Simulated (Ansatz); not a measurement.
Input and output of a relaxation of cell and atoms for Cu₅Ge₂ (R-3m, 7 atoms in the cell) (Ansatz, a first-principles code).

Level of theory: LDA (PW92), default PAW files made with PBE (plane waves; Ansatz).

```yaml
crystal:
  lattice:
    - [2.06377, 1.19152, 6.67838]
    - [-2.06377, 1.19152, 6.67838]
    - [0.00000, -2.38303, 6.67838]
  atoms:
    - { symbol: Cu, position: [0.62298, 0.62298, 0.62298] }
    - { symbol: Cu, position: [0.37702, 0.37702, 0.37702] }
    - { symbol: Cu, position: [0.12652, 0.12652, 0.12652] }
    - { symbol: Cu, position: [0.87348, 0.87348, 0.87348] }
    - { symbol: Cu, position: [0.00000, 0.00000, 0.00000] }
    - { symbol: Ge, position: [0.24840, 0.24840, 0.24840] }
    - { symbol: Ge, position: [0.75160, 0.75160, 0.75160] }
```

Reference input (self-consistent single point, DFT, r2SCAN, plane waves, default PAW files made with PBE): basis.ecutwfc = 500 eV; kpoints.mp_grid.grid = 6 6 6; hamiltonian.xc = r2scan; hamiltonian.pseudopotentials = {kind: paw} (the program's default PAW files); scf.occupations.method = cold; scf.occupations.width = 0.136 eV. This run's input differs from it in these lines:

Ansatz 0.2 input:
```diff
@@ -15,3 +15,3 @@
 basis:
-  ecutwfc: 500.0
+  ecutwfc: 420.0
 kpoints:
@@ -20,3 +20,3 @@
 hamiltonian:
-  xc: r2scan
+  xc: lda
   pseudopotentials:
@@ -27,2 +27,4 @@
     width: 0.136
+relax:
+  cell: {}
 output:
```

Output, abridged:

```
   [... SCF lines of the steps left out ...]
relax step   1: F+E_penalty+E_count = -41209.33389697 eV  Δ(F+E_penalty+E_count) = +0.000e0 eV  max|allowed force component| = 1.769e-1 eV/Å  Δτ_max = 0.0000 Å  P = -10.261 GPa  Ω = 98.533 Å³  (9 SCF iters, dr2 threshold 1.00e-7 eV, accepted)
relax step   2: F+E_penalty+E_count = -41209.59784463 eV  Δ(F+E_penalty+E_count) = -2.639e-1 eV  max|allowed force component| = 8.724e-2 eV/Å  Δτ_max = 0.0138 Å  P = -3.834 GPa  Ω = 92.777 Å³  energy of the carried Pulay correction = +2.881e-3 eV  [...]
   [... lines left out ...]
relax step   6: F+E_penalty+E_count = -41209.63529537 eV  Δ(F+E_penalty+E_count) = -6.883e-5 eV  max|allowed force component| = 8.344e-4 eV/Å  Δτ_max = 0.0030 Å  P = +0.006 GPa  Ω = 90.090 Å³  energy of the carried Pulay correction = +4.287e-3 eV  [...]
relax step   7: F+E_penalty+E_count = -41209.63093840 eV  Δ(F+E_penalty+E_count) = +4.357e-3 eV  max|allowed force component| = 9.358e-4 eV/Å  Δτ_max = 0.0000 Å  P = +0.009 GPa  Ω = 90.090 Å³  stress off target by 1.04e-2 GPa  SCF on the basis [...]
basis re-selected at this cell: Δ(F+E_penalty+E_count) = +4.357e-3 eV, ΔP = +0.003 GPa vs the last step
the relaxation is at rest under the 12 symmetry operations that the run kept from its start: a minimum is not shown …
Stability not checked (fill_not_monotonic)
Free energy (F): -41209.630938 eV
Internal energy: -41209.629472 eV  (E = F + TS)
   [... lines left out ...]
Fermi energy:    15.766658 eV
  cell:  # Å, volume = 90.0900 Å³
   [... lines left out ...]
    - { symbol: Cu, position: [0.8738396614022046, 0.8738396614022046, 0.8738396614022048] }
    - { symbol: Cu, position: [-2.4738288206877278e-20, -2.4738288206875352e-20, -2.4738286502991432e-20] }
    - { symbol: Ge, position: [0.24862834429989214, 0.24862834429989214, 0.24862834429989217] }
    - { symbol: Ge, position: [0.751371655700108, 0.751371655700108, 0.7513716557001081] }
```

The run converged. 

Summary of the result:
```
Property                                                                          Result
-----------------------------------------------  ---------------------------------------
Free energy E − TS (on the zero of these files)                           -41209.6309 eV
Fermi level (on the code's own zero)                                            15.77 eV
Pressure                                                                        0.01 GPa
Final cell                                       a = b = c = 6.886 Å, α = β = γ = 33.81°
Final volume per atom                                                           12.87 Å³
Relaxation steps                                                                       7
```

The starting cell comes from a database of computed structures (which also holds hypothetical and non-ambient phases and stackings), without a prior relaxation at this level. Spin polarisation is off. The relaxation keeps the symmetry of its start, so its end need not be a minimum. Ansatz's pressure includes its estimate of the finite-basis (Pulay) stress.

Cost on one core of a shared machine: roughly 90 s.
